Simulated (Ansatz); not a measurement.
Phonon-limited resistivity of NbN (P6_3/mmc) against temperature in μΩ·cm, Ansatz (a quantum-chemistry and plane-wave program) with PBEsol, DFPT electron-phonon coupling, linearised Boltzmann equation, harmonic crystal at a fixed cell. x, y and z are the axes of this cell:
```
NbN
1.0
    2.95795     0.00000     0.00000
   -1.47898     2.56166     0.00000
    0.00000     0.00000     5.50964
Nb N
2 2
Direct
  0.66667   0.33333   0.75000
  0.33333   0.66667   0.25000
  0.00000   0.00000   0.50000
  0.00000   0.00000   0.00000
```

```
T      ρ (x, y)  ρ (z)
-----  --------  -----
50 K      0.143  0.142
77 K       0.74      …
100 K      1.68      …
150 K       4.7    4.0
200 K       8.2    6.8
250 K      12.0    9.8
273 K      13.7   11.1
300 K      15.8   12.7
```

Q: Complete the blanks.

A: 
- 77 K, ρ (z): 0.72
- 100 K, ρ (z): 1.57

A metal at this level (no band gap). Only scattering by harmonic phonons is included (no impurities, grain boundaries, electron-electron scattering or thermal expansion). Spin-orbit coupling is left out. Halving the electron mesh (32x32x16) moves the resistivity by up to 3 %. Smearing 0.20 eV; phonons on a 5x5x3 q mesh, which this run doesn't test and which matters most at low temperature.
